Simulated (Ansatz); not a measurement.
OH on the 1x1 (111) surface of fcc Ir, one in a 2x2 cell, started at the site 'hollow Ir-Ir-Ir over Ir at depth 2.2 Å'

Level of theory: PBE (plane waves to 420 eV, PAW; Ansatz, a quantum-chemistry and plane-wave program).

Slab: 18 atoms, 6.6 Å thick at the start under the adsorbate (thin: gaps and levels are the slab's own); k 6x6x1, smearing 0.1 eV, dipole-corrected; 8 atoms held, the rest relaxed; symmetry of the start imposed; no spin, no spin-orbit, no U, no dispersion correction. At the end it is bonded to 2 Ir. In PBE it is, or lies within 0.03 eV of, the lowest of the starts that converged.

```json
{
 "adsorption energy against H2O(g) − ½ H2(g)": "0.62 eV",
 "work_function_of_the_top_face": "4.89 eV",
 "change_of_the_work_function": "-0.60 eV",
 "change_of_the_step_from_the_bottom_to_the_top_vacuum_level_against_the_clean_slab": "-0.62 eV",
 "energy_released_by_relaxation": "0.90 eV",
 "height of the binding atom over the mean of the host atoms within 0.3 Å of the top one": "1.756 Å",
 "nearest_host_atoms_of_the_binding_atom": "Ir at 2.18 Å, Ir at 2.18 Å, Ir at 3.00 Å",
 "largest_move_of_a_host_atom": "0.07 Å",
 "caution": "the clean host was not checked against rearrangement in a larger or rattled cell",
 "note": "in the relaxation the adsorbate left its starting site by 0.8 Å",
 "cost": "very roughly 30 core-minutes"
}
```

A negative adsorption energy means that the adsorbate is more stable on the surface than in its reference.
